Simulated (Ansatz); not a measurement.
CuI under a change: biaxial strain −0.50 %, plane normal [001], relaxed out of plane

Consider CuI in the zinc blende structure (space group F-43m, No. 216; a = 5.862 Å). Axes: x, y, z lie along the cube axes.

Now apply this change: compressive biaxial strain of 0.50 % in the plane normal to [001], as in epitaxy on a mismatched substrate; the out-of-plane cell vector and the atoms relax.

Method: Ansatz (a first-principles code), LDA, PAW, cutoff 420 eV, without spin-orbit coupling. Settings: 10×10×10 k-points, 0.05 eV Fermi–Dirac smearing.

Volume per atom: 25.10 Å³ (base 25.18 Å³)
Space group: I-4m2 (No. 119) (base F-43m (No. 216))
Energy relative to the base (free energy F): +0.2 meV/atom
Pressure (mean of the normal stresses, compression positive): 1.7 kbar (base 0.0 kbar)
Band gap: 1.22 eV (base 1.22 eV)
Gap character: direct at Γ (base direct at Γ)
Electron mass: 0.14 mₑ (at Γ) (base 0.14 mₑ (at Γ))
Valence-band top at Γ (three highest levels, from the VBM): 0.00, 0.00, -0.03 eV (base 0.00, 0.00, 0.00 eV)
Valley order (the lowest conduction-band minima on the path, energy above the VBM, named in the base's zone): Γ 1.22 eV; L along [111] 2.11 eV; X along [010] 2.37 eV; X along [001] 2.43 eV (base Γ 1.22 eV; L along ⟨111⟩ 2.12 eV; X along ⟨100⟩ 2.41 eV)
Out-of-plane strain: +0.69 %
Mean in-plane stress (compression positive): +0.3 GPa

Final structure (turned so that z lies along the plane normal):

```
CuI
1.0
    4.12425     0.00000     0.00000
    0.00000     4.12425     0.00000
    2.06213    -2.06213     2.95129
Cu I
1 1
Direct
  0.00000   0.00000   0.00000
  0.75000   0.75000   0.50000
```

Spin-orbit coupling, missing from the scalar runs, can matter with I. Effective masses come from finite differences of ±0.01 Å⁻¹. No phonon test of stability was made. All final runs are without spin polarisation. Labels are those of the standard path for the cell's own space group.
